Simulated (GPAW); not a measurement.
# Sensitivity of a calculation on LaNiBN (P4/nmm, 8 atoms in the cell) to its settings

```xyz
8
Lattice="3.8218 0.0000 0.0000 0.0000 3.8218 0.0000 0.0000 0.0000 7.8279" Properties=species:S:1:pos:R:3 pbc="T T T"
B      0.0000     1.9109     3.4443
B      1.9109     0.0000     4.3836
La     1.9109     0.0000     1.3308
La     0.0000     1.9109     6.4972
N      0.0000     1.9109     1.4090
N      1.9109     0.0000     6.4189
Ni     0.0000     0.0000     3.9140
Ni     1.9109     1.9109     3.9140
```
Moments meant for the start (each program seeds them in its own way; μB, in the order of the atoms B B La La N N Ni Ni): 0.0 0.0 0.0 0.0 0.0 0.0 2.0 2.0.

Base run A: GPAW with LDA (Perdew-Wang 92), GPAW PAW datasets LDA (gpaw-data 1.0.1), self-consistent single point.

Its settings: spinpol = true; mode = pw; ecut = 900 eV; xc = LDA; kpts = 3 3 2; mesh shift (steps) = 0 0 0; occupations.name = methfessel-paxton; occupations.width = 0.1 eV; occupations.order = 0; nbands = -14; convergence.density = 1e-05 e/electron; convergence.energy = 1e-05 eV/electron; symmetry.symmorphic = false; symmetry.tolerance = 0.0005; maxiter = 120.

The starting cell comes from a database of published, mostly measured structures (it also holds non-ambient and calculated ones), without a prior relaxation at this level. Its lattice was rescaled by a random factor within 2.5 % of one. The starting moments vanished: the run ended non-magnetic, which need not be the lowest state. In the base run, forces exceed 1 eV/Å. Without a gap this mesh is coarse (it stands for a supercell whose shortest vector is 11 Å).

ΔF is the free energy per atom less that of run A. A dash stands where there is no value to compare (another energy zero or no entropy term, no result, no spin, no clean gap, or a mesh too coarse for one). 

```json
[
 {"run": "A", "change": "base", "ΔF (meV/atom)": "0.00", "largest force (eV/Å)": "3.363", "k-points": "6", "valence electrons": "70"},
 {"run": "B", "change": "lattice scaled by 0.985", "ΔF (meV/atom)": "-41.3", "largest force (eV/Å)": "3.850", "k-points": "6", "valence electrons": "70"},
 {"run": "C", "change": "nbands: -14 → 37", "ΔF (meV/atom)": "0.00", "largest force (eV/Å)": "3.363", "k-points": "6", "valence electrons": "70"},
 {"run": "D", "change": "occupations.name: methfessel-paxton → fermi-dirac; occupations.order: 0 → default", "ΔF (meV/atom)": "-4.7", "largest force (eV/Å)": "3.372", "k-points": "6", "valence electrons": "70"},
 {"run": "E", "change": "kpts: 3 3 2 → 4 4 2; occupations.width: 0.1 eV → 0.03 eV", "ΔF (meV/atom)": "-1.20", "largest force (eV/Å)": "3.267", "k-points": "12", "valence electrons": "70"},
 {"run": "F", "change": "setups: default → {Ni: 10}", "ΔF (meV/atom)": "–", "largest force (eV/Å)": "3.363", "k-points": "6", "valence electrons": "58"},
 {"run": "G", "change": "mixer.beta: default → 0.05; mixer.weight: default → 200", "ΔF (meV/atom)": "0.00", "largest force (eV/Å)": "3.363", "k-points": "6", "valence electrons": "70"},
 {"run": "H", "change": "convergence.density: 1e-05 e/electron → 0.0001 e/electron; convergence.energy: 1e-05 eV/electron → 0.0005 eV/electron; convergence.eigenstates: default → 4e-08", "ΔF (meV/atom)": "0.00", "largest force (eV/Å)": "3.362", "k-points": "6", "valence electrons": "70"}
]
```

Run E against A: The free energy drops by 1.2 meV/atom and the largest force goes from 3.363 to 3.267 eV/Å.

Run D against A: The free energy goes down by 4.7 meV/atom and the largest force hardly changes (3.363 to 3.372 eV/Å).
